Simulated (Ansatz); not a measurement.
TaAs: pressure series

The reference is TaAs (space group I4_1md, No. 109; a = 3.4632 Å, c = 11.7348 Å).

Cell and atoms are relaxed at each pressure.

The values are results of PBE (Ansatz, a first-principles code, PAW, no spin-orbit coupling), earlier PAW set, not measurements.

```csv
P (GPa),V (Å³/atom)
-2.00,17.802
-1.00,17.695
0.90,17.503
2.10,17.387
4.50,17.166
9.00,16.789
15.00,16.345
22.50,15.862
30.01,15.440
```

Q: Fit a third-order Birch–Murnaghan equation of state.

A: Least squares on P(V) = (3B₀/2)[(V₀/V)^(7/3) − (V₀/V)^(5/3)]·[1 + (3/4)(B₀′ − 4)((V₀/V)^(2/3) − 1)] gives V₀ = 17.59 Å³/atom, B₀ = 174 GPa and B₀′ = 4.2.

Load acts through the strain it causes; cell and atoms are relaxed under it. Stability against distortions was not tested. Competing high-pressure phases were not computed. All final runs are without spin polarisation.
